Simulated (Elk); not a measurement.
Input and output of a self-consistent single point for K (Im-3m, 1 atom in the cell) (Elk).

Level of theory: PBEsol, all-electron FP-LAPW, Elk's shipped species files, APW+lo basis with extra local orbitals in Elk.

```
K
1.0
   -2.67058     2.67058     2.67058
    2.67058    -2.67058     2.67058
    2.67058     2.67058    -2.67058
K
1
Direct
  0.00000   0.00000   0.00000
```

Reference input (self-consistent single point, DFT, PBE, all-electron FP-LAPW, Elk's shipped species files, APW+lo basis with extra local orbitals): xctype = 20; rgkmax = 7.5; stype = 0; swidth = 0.00367493 Ha; ngridk = 12 12 12; gmaxvr = 14 1/bohr; nxlo = 2; lorbcnd = true; lmaxi = 2; maxscl = 100. This run's input differs from it in these lines:

```diff
@@ -4,3 +4,3 @@
 xctype
-  20
+  22
```

Log, with long lists cut:

```
│ Self-consistent loop started │
│ Loop number : 1 │
 total energy                :     -601.568418423
│ Loop number : 2 │
 total energy                :     -601.569276109
RMS change in Kohn-Sham potential (target) :   0.2784656309     (  0.1000000000E-05)
Absolute change in total energy (target)   :   0.8576862845E-03 (  0.1000000000E-03)
│ Loop number : 3 │
 total energy                :     -601.508716660
RMS change in Kohn-Sham potential (target) :   0.1510960391     (  0.1000000000E-05)
Absolute change in total energy (target)   :   0.6034502698E-01 (  0.1000000000E-03)
│ Loop number : 4 │
   [... lines left out ...]
Absolute change in total energy (target)   :   0.3375043705E-03 (  0.1000000000E-03)
│ Loop number : 11 │
 total energy                :     -601.349828712
RMS change in Kohn-Sham potential (target) :   0.8437654854E-06 (  0.1000000000E-05)
Absolute change in total energy (target)   :   0.1242400441E-03 (  0.1000000000E-03)
│ Loop number : 12 │
 total energy                :     -601.349819041
RMS change in Kohn-Sham potential (target) :   0.2332673019E-06 (  0.1000000000E-05)
Absolute change in total energy (target)   :   0.4073174182E-04 (  0.1000000000E-03)
Convergence targets achieved

│ Loop number : 13 │

Energies :
 Fermi                       :     0.241101701357E-01
 total energy                :     -601.349818568

Density of states at Fermi energy :    27.00880443
 (states/Hartree/unit cell)

Estimated indirect band gap :   0.2384551886E-02
 from k-point     17 to k-point     15
Estimated direct band gap   :   0.5438580240E-01
 at k-point     23

Charges :
 core                        :    10.00000000
 valence                     :    9.000000000
 interstitial                :    1.434063620
 muffin-tins (core leakage)
  species :    1 (K)
   atom    1                 :    17.56593638     (  0.1152175351E-06)
 total in muffin-tins        :    17.56593638
 total calculated charge     :    19.00544916
 total charge                :    19.00000000
 error                       :   0.5449157335E-02

│ Self-consistent loop stopped │
```

The run converged in 13 iterations. The count includes the last loop, which Elk runs after its targets are met. 

The starting cell comes from a database of computed structures (which also holds hypothetical and non-ambient phases and stackings), without a prior relaxation at this level. Its lattice was rescaled by a random factor within 2.5 % of one. Values depend on the basis (sphere radii, cutoffs, local orbitals), which need not be converged. The log's line on a gap gives a spacing of levels on this mesh, which the program prints for metals too.
